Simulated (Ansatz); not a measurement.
# Response to strain in GaAs

The reference is GaAs in the zinc blende structure (space group F-43m, No. 216).

```
CELL_PARAMETERS angstrom
      0.00000     2.82948     2.82948
      2.82948     0.00000     2.82948
      2.82948     2.82948     0.00000
ATOMIC_POSITIONS crystal
  Ga 0.00000 0.00000 0.00000
  As 0.25000 0.25000 0.25000
```

Cartesian axes are those of the cell as printed.

Strains are applied to the cell and any free atomic positions relax.

Computed with Ansatz (an electronic-structure program), PBEsol, PAW, cutoff 420 eV, without spin-orbit coupling.

Notes on the quantities. energy relative to the base: free energy F; pressure: mean of the normal stresses, compression positive.

| change | energy relative to the base | band gap | volume per atom | pressure |
|---|---|---|---|---|
| base | 0 meV/atom | 0.42 eV | 22.65 Å³ | 0.00 GPa |
| uniaxial strain ε_zz = −3.00 % | +7.2 meV/atom | 0.53 eV | 21.97 Å³ | 2.25 GPa |
| uniaxial strain ε_zz = −1.50 % | +1.8 meV/atom | 0.48 eV | 22.31 Å³ | 1.09 GPa |
| uniaxial strain ε_zz = −1.00 % | +0.8 meV/atom | 0.46 eV | 22.43 Å³ | 0.72 GPa |
| uniaxial strain ε_zz = −0.50 % | +0.2 meV/atom | 0.44 eV | 22.54 Å³ | 0.36 GPa |
| uniaxial strain ε_zz = +0.50 % | +0.2 meV/atom | 0.37 eV | 22.77 Å³ | -0.34 GPa |
| uniaxial strain ε_zz = +1.50 % | +1.7 meV/atom | 0.28 eV | 22.99 Å³ | -0.99 GPa |
| uniaxial strain ε_zz = +2.00 % | +3.0 meV/atom | 0.23 eV | 23.11 Å³ | -1.31 GPa |
| uniaxial strain ε_zz = +2.50 % | +4.7 meV/atom | 0.19 eV | 23.22 Å³ | -1.61 GPa |
| uniaxial strain ε_zz = +3.00 % | +6.8 meV/atom | 0.14 eV | 23.33 Å³ | -1.90 GPa |

Stability against distortions was not tested. A zero or small gap of GaAs under uniaxial strain ε_zz = +1.50 %, GaAs under uniaxial strain ε_zz = +2.00 %, GaAs under uniaxial strain ε_zz = +2.50 % and GaAs under uniaxial strain ε_zz = +3.00 % can be the functional's error rather than a property of the material.
